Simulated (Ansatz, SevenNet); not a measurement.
Ti3Al (P6₃/mmc, No. 194): properties by level of theory

```
level (code)     lattice constant a (Å)  c axis length (Å)  Voigt–Reuss–Hill shear modulus (GPa)
---------------  ----------------------  -----------------  ------------------------------------
SevenNet-0                        5.716              4.697                                  19.3
SevenNet-l3i5                     5.740              4.675                                  33.6
LDA (Ansatz)                      5.619              4.567                                  60.7
PBEsol (Ansatz)                   5.690              4.609                                  61.0
r²SCAN (Ansatz)                   5.748              4.633                                  64.1
```

Ansatz's density-functional and Hartree–Fock values are scalar-relativistic unless marked +SOC, with PAW data made under PBE.

The crystal itself was run without spin with LDA, PBEsol, r²SCAN; a magnetic state was not tried in these runs.

Ansatz is a program for electronic structure.
